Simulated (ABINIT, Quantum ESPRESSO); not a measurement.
# Code comparison for Al2Pd (Fm-3m, 3 atoms in the cell)

Self-consistent single point.

```
Al2Pd
1.0
   -2.94954     0.00000     2.94954
    0.00000     2.94954     2.94954
   -2.94954     2.94954     0.00000
Al Pd
2 1
Cartesian
 -1.47477   1.47477   1.47477
 -4.42430   4.42430   4.42430
  0.00000   0.00000   0.00000
```

Shared settings, as Quantum ESPRESSO writes them: occupations = smearing; smearing = gauss; degauss = 0.0099958 Ry; noncolin = true; lspinorb = true; K_POINTS = automatic 7 7 7 0 0 0. Potentials and cutoffs stand in the table.

```json
[
 {"code": "Quantum ESPRESSO", "model": "PBEsol, spin-orbit coupling, PseudoDojo fully relativistic norm-conserving (PBESOL) pseudopotentials", "pressure (GPa)": "-0.62", "cutoff": "85 Ry"},
 {"code": "ABINIT", "model": "PBEsol, spin-orbit coupling, PAW (JTH v2.0 PBE PAW, files made for PBE)", "pressure (GPa)": "-0.32", "cutoff": "24 Ha"}
]
```

The spread over the programs that give each value: pressure within 0.30 GPa.

The starting cell comes from a database of computed structures (which also holds hypothetical and non-ambient phases and stackings), without a prior relaxation at this level.

Left out of this page: Elk, FLEUR and SIESTA (not drawn, or without a comparable value).
